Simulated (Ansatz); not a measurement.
```
CELL_PARAMETERS angstrom
      3.99481     0.00000     0.00000
      0.00000     3.99481     0.00000
      1.99741    -1.99741     3.03726
ATOMIC_POSITIONS crystal
  Cd 0.00000 0.00000 0.00000
  S  0.75000 0.75000 0.50000
```

No spin polarisation.

All numbers come from PBEsol (Ansatz, a program for electronic structure), scalar-relativistic without spin-orbit coupling. Γ-centred 10×10×10 mesh, Fermi–Dirac width 0.05 eV.

### Question
Predict the valence-band top at Γ, space group and in-plane stress.

### Answer
- Valence-band top at Γ (three highest levels, from the VBM): 0.00, 0.00, -0.26 eV
- Space group: I-4m2 (No. 119)
- Mean in-plane stress (compression positive): +1.6 GPa

The levels and masses belong to the bands next to the band gap. The cells carry an imposed strain or load. Whether these cells are dynamically stable was not tested. The cell was made from CdS in the zinc blende structure (space group F-43m, No. 216) by this change: biaxial strain −3.00 %, plane normal [001], relaxed out of plane.
